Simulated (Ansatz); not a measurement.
**Response to strain in hypothetical diamond Ca**

Start from Ca in the diamond structure (space group Fd-3m, No. 227; a = 8.607 Å; a hypothetical phase, not in the database extracts checked; relaxed with 0.1 eV smearing). Axes: x, y, z lie along the cube axes.

Strains are applied to the cell and any free atomic positions relax; under biaxial strain the out-of-plane vector relaxes too; under stress the whole cell relaxes.

Computed with Ansatz (a program for electronic structure), PBE, PAW, cutoff 420 eV, scalar-relativistic without spin-orbit coupling.

Notes on the quantities. pressure: mean of the normal stresses, compression positive; energy relative to the base: free energy F.

```csv
case,volume per atom,space group,pressure,energy relative to the base
base,79.70 Å³,Fd-3m (No. 227),0.0 GPa,0 meV/atom
"biaxial strain +1.16 %, plane normal [111], relaxed out of plane",41.69 Å³,R-3m (No. 166),0.2 GPa,-1.027 eV/atom
isotropic strain +0.87 %,81.80 Å³,Fd-3m (No. 227),-0.1 GPa,+0.7 meV/atom
uniaxial strain ε_yy = −2.64 %,77.60 Å³,I4_1/amd (No. 141),0.1 GPa,0.0 meV/atom
uniaxial strain ε_yy = +0.27 %,79.91 Å³,I4_1/amd (No. 141),0.0 GPa,0.0 meV/atom
tensor shear ε_xz = −1.14 %,79.69 Å³,Imma (No. 74),0.0 GPa,-1.1 meV/atom
"uniaxial stress, 3 GPa compression along z",40.47 Å³,I4_1/amd (No. 141),–,-0.763 eV/atom
```

Beyond what the load breaks, stability against distortions was not tested. Under biaxial strain +1.16 %, plane normal [111], relaxed out of plane and tensor shear ε_xz = −1.14 % the cell ends below the base's energy or with stress of the wrong sign: the atoms slid into a distortion or the cell is elastically unstable, so the base is not a stable minimum at this level. Under uniaxial stress, 3 GPa compression along z the cell changed shape so far that it is another structure.
